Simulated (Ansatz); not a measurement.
Consider this model of amorphous Si$_{24}$O$_{49}$Mg.

```xyz
74
Lattice="10.5713 -0.2913 -0.0581 -0.2913 10.1970 0.0111 -0.0581 0.0111 10.3127" Properties=species:S:1:pos:R:3 pbc="T T T"
Si     0.7705     1.0056    10.1823
Si     8.2202     3.4930     2.7813
Si     7.0035     6.2578     3.5166
Si     3.1222     7.3604     6.2905
Si     4.5299     9.7674     2.0036
Si     3.8334     6.7653     9.0127
Si     1.4514     3.5408     9.0251
Si     3.7009     2.4479     2.7703
Si     4.0857     4.0337     0.1199
Si     8.2737     9.9416     9.5318
Si     1.4440     5.5145     3.4868
Si     8.2085     5.8471     6.3055
Si     3.4115     2.1712     5.0698
Si     4.0058     7.0246     3.3816
Si     8.5495     8.9897     4.1204
Si     3.1312     9.6156     9.6848
Si     7.0441     7.0448     8.9873
Si     0.2175     3.5935     1.2783
Si     9.0359     3.0636     5.7307
Si     1.3655     3.8591     6.2032
Si     7.6952     0.3924     6.5978
Si     4.5505    -0.0014     6.9549
Si     7.6521     0.6013     2.0419
Si     0.1830     7.5955     5.0743
O      5.4053     7.1544     8.9506
O      3.8874     0.7710     5.6968
O      2.1882     0.1235     0.0555
O      8.5081     0.4039     8.0179
O      7.4098     4.9226     2.5440
O      7.5100     6.7438     7.4332
O      0.5629     1.9890     1.1831
O      6.1296     0.3317     6.9836
O      0.8141     2.0243     8.8916
O      2.8192     6.0636     2.7968
O      3.8576     0.3328     8.3895
O      0.6346     4.3240    10.2218
O      3.0155     3.2911     9.3761
O      3.3039     6.2907     7.5146
O      2.7291     2.9793     6.2846
O      8.8513    -0.0165     2.9765
O      2.8444     8.0508     9.3264
O      8.5445     4.2832     6.7030
O      8.0409     1.8116     5.8823
O      3.5381     3.5720     1.6347
O      4.4374     9.5035     0.4130
O      7.5295     8.5367     9.4471
O      2.3935     2.0667     3.7523
O      9.8527     9.8355     9.9356
O      0.4377     6.7848     3.6667
O      7.9593     0.6405     0.4336
O      0.0275     2.9485     5.9670
O      3.6485     5.6408    10.1779
O      8.9862     3.5686     4.1686
O      7.7450     9.4246     5.4942
O     10.1044     8.7334     4.5640
O      3.8218     8.5740     2.8757
O      1.5668     7.7767     5.9334
O      0.8293     4.3323     2.5729
O      9.1378     3.5199     1.3877
O      5.5047     6.5348     2.9630
O      4.6025     2.8806     4.1298
O      4.1838     1.0341     2.1781
O      7.9161     7.6191     3.4257
O      5.5551     3.6655    10.2826
O      1.1846     4.4536     7.7059
O      7.7065     5.9959     9.9535
O      3.8909     6.8083     4.9778
O      1.5987     4.9516     5.0235
O      6.0967     9.8494     2.4205
O      4.0193     8.6376     6.6935
O      7.3275     2.1531     2.5426
O      7.1467     5.7474     5.0464
O      9.6433     6.5094     5.9006
Mg     7.2658     4.4097     0.3955
```

Computed with PBE, scalar-relativistic without spin-orbit coupling (plane waves to 420 eV, PAW; Ansatz, a quantum-chemistry and plane-wave program).

Preparation: random packing, a CHGNet melt and quench, and a DFT relaxation. O atoms were pushed apart under 1.9 Å during the dynamics, to hinder bonds among them. The hot cell started wider than the set density and was brought back towards it in steps. It is the lowest in DFT energy of 2 quenches. It is a model cell: composition and starting density were chosen by hand, and all elements were melted together. No dispersion term was used. Its density started from a set value of 2.22 and ended at 2.22 g/cm³. The simulated quench (nominally 480 K/ps over its main leg) is rapid and tends to freeze in more defects than a deposited or slowly cooled glass has. A cell of this size samples the disorder only roughly. The volume was held where the preparation left it and the shape relaxed, at a PBE pressure of 0.8 GPa. Stress components on the final sampling reach 0.8 GPa.

Cut-offs for bonds: Si-Si 2.60 Å, Si-O 1.90 Å, Si-Mg 2.82 Å, O-O 1.58 Å, O-Mg 2.48 Å, Mg-Mg 3.19 Å. Two cations that share two anions don't count as bonded, nor two that share one unless they lie closer than Si-Si 2.38 Å, Si-Mg 2.74 Å, Mg-Mg 3.10 Å.

Task: Give the coordination numbers, mean bond lengths and angles.

Result: 
| Property | Value |
|---|---|
| Mean coordination of Si by anions | 4.00 (24 with 4) |
| Mean coordination of O | 2.04 (47 with 2, 2 with 3) |
| Mean coordination of Mg by anions | 4.00 (1 with 4) |
| Mean Si-O bond | 1.634 Å (spread 0.022 Å, 96 counted) |
| Mean O-Mg bond | 2.049 Å (spread 0.210 Å, 4 counted) |
| Bond angle at Si | mean 109.4°, spread 5.0° |
| Bond angle at O | mean 136.4°, spread 18.0° |
| Bond angle at Mg | mean 106.4°, spread 20.0° |

Task: Which atoms depart from the most common coordination of their element?

Result: O29 has 3 (Si2 1.66 Å, Si3 1.70 Å, Mg74 2.21 Å); O59 has 3 (Si2 1.67 Å, Si18 1.67 Å, Mg74 2.30 Å).

Task: List the pairs of like atoms that count as bonded by the rules above.

Result: There are none by these rules.

Task: What Bader charges do the atoms carry, from a run on the zone centre alone?

Result: Means (range): Si +3.28 e (+3.25 to +3.30), O -1.64 e (-1.66 to -1.62), Mg +1.74 e (+1.74 to +1.74).
```
atom  charge (e)
----  ----------
Si1        +3.27
Si2        +3.27
Si3        +3.28
Si4        +3.29
Si5        +3.30
Si6        +3.28
Si7        +3.27
Si8        +3.26
Si9        +3.27
Si10       +3.29
Si11       +3.29
Si12       +3.29
Si13       +3.25
Si14       +3.29
Si15       +3.27
Si16       +3.28
Si17       +3.29
Si18       +3.28
Si19       +3.29
Si20       +3.28
Si21       +3.29
Si22       +3.30
Si23       +3.28
Si24       +3.28
O25        -1.66
O26        -1.65
O27        -1.64
O28        -1.64
O29        -1.65
O30        -1.65
O31        -1.64
O32        -1.65
O33        -1.64
O34        -1.63
O35        -1.64
O36        -1.64
O37        -1.64
O38        -1.63
O39        -1.64
O40        -1.63
O41        -1.64
O42        -1.64
O43        -1.65
O44        -1.65
O45        -1.64
O46        -1.66
O47        -1.62
O48        -1.64
O49        -1.64
O50        -1.64
O51        -1.64
O52        -1.64
O53        -1.65
O54        -1.64
O55        -1.63
O56        -1.64
O57        -1.65
O58        -1.65
O59        -1.66
O60        -1.64
O61        -1.62
O62        -1.66
O63        -1.64
O64        -1.63
O65        -1.63
O66        -1.63
O67        -1.65
O68        -1.66
O69        -1.65
O70        -1.66
O71        -1.64
O72        -1.64
O73        -1.66
Mg74       +1.74
```
